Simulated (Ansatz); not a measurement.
Cl on the 1x1 (100) surface of monoclinic HfO2 (cut with top plane 2 O), one in a 1x1 cell, energies for each (27.9 Å²). Energies are against ½ Cl2(g), without zero-point or thermal terms; each row is named by its start.

Host crystal: monoclinic HfO2, with a band gap (PBE, scalar-relativistic without spin-orbit coupling).

Level of theory: PBE (plane waves to 420 eV, PAW; Ansatz, a program for electronic structure).

Slab: 25 atoms, 9.3 Å thick at the start under the adsorbate (thin: gaps and levels are the slab's own); k 4x4x1, smearing 0.01 eV, dipole-corrected; 12 atoms held, the rest relaxed; each run with such symmetry as its start has; spin-polarised, no spin-orbit, no U, no dispersion correction.

A negative adsorption energy means that the adsorbate is more stable on the surface than in its reference. Starts that drift may end in the same place. Heights count from the host atoms within 0.3 Å of the top one.

| starting site | E_ads (eV) | height (Å) | nearest host atom (Å) | bonded to | change of the vacuum step (eV) | lateral drift (Å) | moment (μB) |
|---|---|---|---|---|---|---|---|
| top O | 0.14 | 1.06 | Hf 2.51 | Hf | 0.59 | 2.3 | 1.0 |
| over Hf at depth 1.0 Å | 0.14 | 1.06 | Hf 2.52 | Hf | 0.61 | 1.5 | 1.0 |
| hollow O-O-O | -0.01 | 0.98 | O 2.42 | Hf | 0.36 | 1.0 | 1.0 |
| hollow O-O-O over O at depth 6.8 Å | -0.01 | 0.98 | O 2.43 | Hf | 0.36 | 0.4 | 1.0 |
| bridge O-O (span 5.2 Å) | -0.01 | 0.99 | O 2.43 | Hf | 0.36 | 1.0 | 1.0 |
| bridge O-O (span 5.3 Å) | -0.01 | 0.99 | O 2.42 | Hf | 0.34 | 0.5 | 1.0 |
